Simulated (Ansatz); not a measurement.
# MgO with two functionals, pressure 1.5 GPa

The parent structure is MgO in the rock salt structure (space group Fm-3m, No. 225; a = 4.254 Å).

(Cell as relaxed with PBE.)

Levels (all Ansatz, an electronic-structure program, PAW): PBE (420 eV, no spin-orbit coupling); PBEsol (420 eV, no spin-orbit coupling).

Each level relaxes its own structure.

```tsv
base	PBE	PBEsol
volume per atom	9.62 Å³	9.35 Å³
lattice parameter a	4.254 Å	4.214 Å
band gap	4.46 eV	4.62 eV
```

Modification: cell and atoms relaxed at a pressure of 1.5 GPa.

```json
[
 {"quantity": "band gap", "PBE": "4.55 eV", "PBEsol": "(withheld)"},
 {"quantity": "electron mass", "PBE": "0.34 mₑ (at Γ)", "PBEsol": "(withheld)"},
 {"quantity": "hole mass (degenerate bands, along [100])", "PBE": "0.39, 2.1, 2.1 mₑ (at Γ)", "PBEsol": "(withheld)"},
 {"quantity": "lattice parameter a", "PBE": "4.240 Å", "PBEsol": "(withheld)"}
]
```

Given the PBE results, estimate those of PBEsol.


- band gap, PBEsol: 4.71 eV
- electron mass, PBEsol: 0.34 mₑ (at Γ)
- hole mass (degenerate bands, along [100]), PBEsol: 0.38, 2.1, 2.1 mₑ (at Γ)
- lattice parameter a, PBEsol: 4.201 Å

PBE's band gap lies 0.16 eV below PBEsol's; PBE's lattice parameter a lies 0.039 Å above PBEsol's (0.9 %); the two agree on the electron mass. Neither level is exact; PBEsol is the comparison here, not a measurement.

Load acts through the strain it causes; cell and atoms are relaxed under it. Effective masses come from finite differences of ±0.01 Å⁻¹. Stability against distortions was not tested. The base started in P3_121 and relaxed to Fm-3m at this level.
